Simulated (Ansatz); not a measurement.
The parent structure is TiAl (space group P4/mmm, No. 123; a = 2.797 Å, c = 4.032 Å).

Structures relaxed with PBEsol/PAW in Ansatz (a program for electronic structure), no spin-orbit coupling.

Base:

Simulated powder pattern, Cu Kα1, λ = 1.54056 Å (kinematic, ideal powder, no thermal factors, no anomalous dispersion; the 10 strongest lines at most, above 2 %, up to 2θ = 90°):

```json
[
 {"2θ (°)": "22.03", "I/Imax (%)": "9.0", "hkl": "(001)"},
 {"2θ (°)": "31.97", "I/Imax (%)": "6.8", "hkl": "(100)"},
 {"2θ (°)": "39.16", "I/Imax (%)": "100", "hkl": "(101)"},
 {"2θ (°)": "44.92", "I/Imax (%)": "16", "hkl": "(002)"},
 {"2θ (°)": "45.84", "I/Imax (%)": "31", "hkl": "(110)"},
 {"2θ (°)": "66.12", "I/Imax (%)": "19", "hkl": "(112)"},
 {"2θ (°)": "66.83", "I/Imax (%)": "9.1", "hkl": "(200)"},
 {"2θ (°)": "78.96", "I/Imax (%)": "11", "hkl": "(103)"},
 {"2θ (°)": "80.28", "I/Imax (%)": "21", "hkl": "(211)"},
 {"2θ (°)": "84.18", "I/Imax (%)": "9.2", "hkl": "(202)"}
]
```

Perturbation: full substitution Al → Si, then cell and atoms are relaxed.

After the change:

Simulated powder pattern, Cu Kα1, λ = 1.54056 Å (kinematic, ideal powder, no thermal factors, no anomalous dispersion; the 10 strongest lines at most, above 2 %, up to 2θ = 90°):

```
2θ (°)  I/Imax (%)    hkl
------  ----------  -----
23.42          6.8  (001)
32.88          5.7  (100)
40.76          100  (101)
47.18           32  (110)
47.89           15  (002)
68.94          9.4  (200)
69.50           18  (112)
83.29           22  (211)
84.35           11  (103)
88.29          9.5  (202)
```

The indices refer to each structure's own conventional cell; one index is shown for lines that coincide.

Whether these cells are dynamically stable was not tested. As relaxed here, TiSi is a hypothetical phase, not in the database extracts checked. All final runs are without spin polarisation.
